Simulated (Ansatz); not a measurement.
**Response to strain in Ga2O3**

Take Ga2O3 in the corundum structure (space group R-3c, No. 167; a = 5.0577 Å, c = 13.6230 Å (hexagonal axes)) as the base.

Strains are applied to the cell and any free atomic positions relax.

Level of theory: PBE (Ansatz, an electronic-structure program, PAW, no SOC).

Candidates:
(a) isotropic strain +0.75 %
(b) isotropic strain +1.50 %
(c) isotropic strain +2.25 %

Before the change:

```
Item       Result
--------  -------
Band gap  2.40 eV
```

Order them by band gap, highest first.

(a) isotropic strain +0.75 % (2.18 eV), (b) isotropic strain +1.50 % (1.96 eV), (c) isotropic strain +2.25 % (1.74 eV)

Whether these cells are dynamically stable was not tested.
